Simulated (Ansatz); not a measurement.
Input and closing output of a thermal-conductivity run in Ansatz (r2SCAN).

Ansatz 0.2 input:
```yaml
crystal:
  lattice:
    - [0.0, 2.772665, 2.772665]
    - [2.772665, 0.0, 2.772665]
    - [2.772665, 2.772665, 0.0]
  atoms:
    - { symbol: Ag, position: [0.0, 0.0, 0.0] }
    - { symbol: Cl, position: [0.5, 0.5, 0.5] }
kpoints:
  mp_grid: { grid: [6, 6, 6] }
hamiltonian:
  xc: r2scan
  pseudopotentials: { kind: paw }
scf:
  occupations: { method: fixed }
phonons:
  qmesh: [6, 6, 6]
  third_order: { supercell: [3, 3, 3], pair_cutoff: 5.862 }
  lattice_thermal_conductivity:
    qmesh: [17, 17, 17]
    temperatures: [50, 100, 150, 200, 250, 300, 400, 500, 600, 800, 1000]
    isotope_mass_variance:
      - { species: Ag, variance: 0.0000857984 }
      - { species: Cl, variance: 0.0005827013 }
```

```
--- Third-order force constants: 85 member SCFs in a 3×3×3 supercell (pair cutoff 5.862 Å, amplitude 0.03 Å, SCF threshold 1.00e-9 eV, Σ member SCF iterations 595) ---
  symmetry images taken by strict's conditions (phonons.symmetry_images: auto; settled by no image being taken that strict refuses)
  1046 force-constant blocks with the first atom in the home cell, fitted with 116 parameters over 22 symmetry orbits; 324 atom triplets left out: in this supercell the nearest copies of their three atoms do not form a …
  sum-rule residual: 1.213e-1 → 1.248e-15 eV/Å³; symmetrization residual: 2.726e-3 eV/Å³; largest sum-rule correction relative to its orbit: 1.151e-1, on the orbit of the block of home site 0 with site 1 of cell (-2, 0, …
--- Lattice thermal conductivity: 17×17×17 mesh (165 irreducible points), tetrahedron method ---
  three-phonon and isotope scattering only; four-phonon, boundary and, in a metal, phonon-electron scattering are left out
  each conductivity is what the modes' populations carry and what the coherences between them add
  conductivity (a third of the tensor's trace), W/(m K), in the relaxation-time approximation and from the full solution:
       T (K)   relaxation time   full solution  iterations             ending  least Ritz value
       50.00            3.9103          3.8427           7          converged          7.420e-1
      100.00            1.9233          1.9037           7          converged          7.394e-1
      150.00            1.3521          1.3430           7          converged          7.391e-1
      200.00            1.0726          1.0671           7          converged          7.390e-1
      250.00            0.9044          0.9004           7          converged          7.389e-1
      300.00            0.7907          0.7877           7          converged          7.389e-1
      400.00            0.6446          0.6425           7          converged          7.388e-1
      500.00            0.5527          0.5511           7          converged          7.387e-1
      600.00            0.4882          0.4870           7          converged          7.387e-1
      800.00            0.4015          0.4006           7          converged          7.387e-1
     1000.00            0.3442          0.3435           7          converged          7.386e-1
```

Cost: very roughly 6 core-hours.

The crystal is held in this phase at every temperature of the table. The rows at 50, 600, 800, 1000 K are not to be relied on: poorly sampled, not converged, or near or above melting.

Ansatz is an electronic-structure program.
